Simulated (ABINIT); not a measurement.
Band structure of TiC (Fm-3m, 2 atoms in the cell).

```xyz
2
Lattice="0.0000 2.1780 2.1780 2.1780 0.0000 2.1780 2.1780 2.1780 0.0000" Properties=species:S:1:pos:R:3 pbc="T T T"
Ti     0.0000     0.0000     0.0000
C      2.1780     2.1780     2.1780
```

Method of the run: PBE, norm-conserving pseudopotentials (PseudoDojo nc-sr-05 PBE standard) (plane waves; ABINIT).

Settings: pseudos = [Ti.upf, C.upf]; ecut = 84 Ry; ixc = 11; occopt = 7; tsmear = 0.00734986 Ha; ngkpt = 13 13 13; nshiftk = 1; shiftk = 0 0 0; potentials = PseudoDojo nc-sr-05 PBE standard; kptopt = 1; nstep = 100; tolvrs1 = 1e-11; ndtset = 2.

The starting cell has typed, rounded lattice constants, without a prior relaxation at this level. Its lattice was rescaled by a random factor within 2.5 % of one. Spin polarisation is off.

Levels in eV from the Fermi level, bands 5 to 12:
| point | 5 | 6 | 7 | 8 | 9 | 10 | 11 | 12 |
|---|---|---|---|---|---|---|---|---|
| Γ | -12.32 | 0.70 | 0.70 | 0.70 | 1.65 | 1.65 | 1.65 | 1.71 |
| X | -10.05 | -3.42 | -1.56 | -0.05 | -0.05 | 2.68 | 3.46 | 3.46 |
| W | -9.48 | -3.11 | -3.11 | -2.67 | 2.75 | 2.75 | 3.46 | 5.01 |
| K | -9.55 | -3.43 | -3.33 | -1.70 | 1.45 | 3.09 | 3.75 | 5.34 |
| L | -8.92 | -5.76 | -2.84 | -2.84 | 2.87 | 2.87 | 4.02 | 8.02 |
| U | -9.55 | -3.43 | -3.33 | -1.70 | 1.45 | 3.09 | 3.75 | 5.34 |

Bands cross the Fermi level along this path, so the cell is metallic at this level.
